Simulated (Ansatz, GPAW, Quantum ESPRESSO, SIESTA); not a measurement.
# Code comparison for CdS (F-43m, 2 atoms in the cell)

Relaxation of cell and atoms.

```yaml
crystal:
  lattice:
    - [0.00000, 2.88351, 2.88351]
    - [2.88351, 0.00000, 2.88351]
    - [2.88351, 2.88351, 0.00000]
  atoms:
    - { symbol: Cd, position: [0.00000, 0.00000, 0.00000] }
    - { symbol: S, position: [0.25000, 0.25000, 0.25000] }
```

Shared settings, as Ansatz (a program for electronic structure) writes them: kpoints.mp_grid.grid = 10 10 10; scf.occupations.method = fixed. Potentials and cutoffs stand in the table.

```tsv
code	model	final volume (Å³/atom)	gap on the mesh (eV)	cutoff
Ansatz	PBE, default PAW files	26.03	1.041	420 eV
SIESTA	GGA PBE, numerical atomic orbitals DZP, PseudoDojo PBE standard norm-conserving potentials (rewritten from UPF to PSML)	25.83	1.288	grid 350 Ry
Quantum ESPRESSO	PBE, SSSP 1.1.2 efficiency (PBE) pseudopotentials	25.81	1.035	45 Ry
GPAW	PBE, GPAW PAW datasets PBE (gpaw-data 1.0.1)	25.87	1.038	550 eV
```

Gaps are read on the mesh.

The spread over the programs that give each value: final volume within 0.22 Å³/atom; gap on the mesh within 0.253 eV.

SIESTA uses small atom-centred bases, whose incompleteness enters pressures, forces and empty levels differently from a plane-wave cutoff. The programs treat the finite-basis stress differently while the cell relaxes: Ansatz adds an estimate of it.

The starting cell comes from a database of computed structures (which also holds hypothetical and non-ambient phases and stackings), without a prior relaxation at this level. Its lattice was rescaled by a random factor within 2.5 % of one.

Keys are those of Ansatz 0.2.
